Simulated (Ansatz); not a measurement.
Base system: MgO in the rock salt structure (space group Fm-3m, No. 225; a = 4.254 Å).

It is then changed as follows: cell and atoms relaxed at a pressure of 3 GPa.

Levels (all Ansatz, a quantum-chemistry and plane-wave program, PAW): PBE (420 eV, without spin-orbit coupling); HSE06 (420 eV, without spin-orbit coupling).

The geometry is relaxed with PBE.

* **PBE lowest conduction level above the VBM at special points**: Γ 4.64 eV; L 7.85 eV; X 9.13 eV

Predict the lowest conduction level above the VBM at special points from HSE06.

The lowest conduction level above the VBM at special points changes from Γ 4.64 eV; L 7.85 eV; X 9.13 eV to Γ 6.37 eV; L 9.63 eV; X 10.85 eV.

Single points use the geometry relaxed with PBE. The levels and masses belong to the bands next to the band gap. Load acts through the strain it causes; cell and atoms are relaxed under it. Stability against distortions was not tested.
